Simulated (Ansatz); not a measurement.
Consider the following.

```
CELL_PARAMETERS angstrom
      3.27153     0.00000     0.00000
     -1.63577     2.83323     0.00000
      0.00000     0.00000     5.16444
ATOMIC_POSITIONS crystal
  Hf 0.33333 0.66667 0.75000
  Hf 0.66667 0.33333 0.25000
```

No spin polarisation.

Method: Kohn–Sham DFT with the r2SCAN functional, run in Ansatz (a quantum-chemistry and plane-wave program) with PAW and 500 eV plane waves, scalar-relativistic without spin-orbit coupling. Settings: 21×21×12 k-points, 0.1 eV Fermi–Dirac smearing.

Question: Predict the pressure and band gap.

Answer: The pressure (mean of the normal stresses, compression positive) is -6.7 GPa and the band gap is zero.

The cells carry an imposed strain or load. No phonon test of stability was made. All final runs are without spin polarisation. The cell was made from Hf in the hcp (Mg type) structure (space group P6_3/mmc, No. 194) by this change: isotropic strain +2.29 %.
